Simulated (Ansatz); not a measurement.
Functionals compared on CH3 on the 1x1 (100) surface of monoclinic HfO2 (cut with top plane 2 O), one in a 1x1 cell, started at the site 'hollow O-O-O', in Ansatz (plane waves, PAW). The structure was relaxed with PBE; the other rows are single points on it, each with its references at the same level. Cutoff 420 eV (500 eV for r2SCAN). The points keep PBE's geometry, so the relaxation of a polaron and the settling of charge on one site are left out.

Host crystal: monoclinic HfO2, with a band gap (PBE, scalar-relativistic without spin-orbit coupling).

Model: 28-atom slab, 9.3 Å thick at the start under the adsorbate (thin: gaps and levels are the slab's own), 4x4x1 mesh, Fermi-Dirac 0.01 eV, dipole correction, 12 atoms held, the rest relaxed; no symmetry held; spin-polarised, ending with about 1.0 μB a cell; orders that need a larger cell were not tried, no spin-orbit, no U, no dispersion correction. At the end it is bonded to Hf. In PBE it is, or lies within 0.03 eV of, the lowest of the starts that converged. These notes are the PBE run's. r2SCAN: The program's check for a lower electronic state was not made. Adsorption energies are against CH4(g) − ½ H2(g). A negative adsorption energy means that the adsorbate is more stable on the surface than in its reference.

| functional | adsorption energy (eV) | gap of the slab on its k-mesh (eV) | highest filled level below the top vacuum level (eV) | magnetic moment of the cell (μB) | rough cost of the single point |
|---|---|---|---|---|---|
| PBE | 2.13 | 1.66 | 6.20 | 1.00 | – |
| RPBE | 2.22 | 1.74 | 6.06 | 1.00 | roughly 8 core-minutes |
| r2SCAN | 1.87 | 2.46 | 6.46 | 1.00 | very roughly 15 core-minutes |

Ansatz is a program for electronic structure.
